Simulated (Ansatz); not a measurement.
# NbN, element substitutions

The parent structure is NbN in the rock salt structure (space group Fm-3m, No. 225; a = 4.421 Å).

Each row replaces one element on all its sites; cell and atoms are relaxed.

All numbers come from Kohn–Sham DFT with the PBE functional, run in Ansatz (a program for electronic structure) with PAW and 420 eV plane waves, scalar-relativistic without spin-orbit coupling.

Candidates:
(a) Nb → V
(b) N → C
(c) Nb → Si
(d) N → I

Base values:

```
Property           Result
---------------  --------
Volume per atom  10.80 Å³
```

Question: Order them by volume per atom, highest first.

Answer: (d) N → I (25.46 Å³), (b) N → C (11.28 Å³), (c) Nb → Si (9.66 Å³), (a) Nb → V (8.72 Å³)

The magnetic state is the one reached from the starting moments; the real material's order can differ, and small cells can't hold many antiferromagnetic ones. Whether these cells are dynamically stable was not tested. As relaxed here, SiN and NbI are hypothetical phases, not in the database extracts checked. Starting moments died away, wholly or in part, for Nb → V; another magnetic solution may exist. Spin-polarised in the final run: NbI; the other runs are not. An odd electron count without spin: NbC and SiN.
